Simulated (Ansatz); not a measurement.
# Response to strain in NbAs

Start from NbAs (space group I4_1md, No. 109; a = 3.474 Å, c = 11.749 Å; relaxed with 0.1 eV smearing).

Strains are applied to the cell and any free atomic positions relax.

Calculations: Kohn–Sham DFT with the PBE functional, run in Ansatz (an electronic-structure program) with PAW and 420 eV plane waves, spin-orbit coupling left out.

Notes on the quantities. energy relative to the base: free energy F.

| isotropic strain (%) | energy relative to the base (meV/atom) |
|---|---|
| -2.35 | 48.7 |
| 0 | 0.0 |
| 0.15 | 0.2 |
| 0.95 | ? |
| 1.79 | 24.5 |

Task: Fit ΔE = Aε² + Bε³ (ε in %) to the rows shown and predict the withheld row.

Result: Least squares on the printed values gives A = 8.15 and B = -0.28 meV/atom (largest residual 0.0 meV/atom); this predicts 7.1 meV/atom, and the run gives 7.1 meV/atom, in agreement.

Whether these cells are dynamically stable was not tested. All final runs are without spin polarisation.
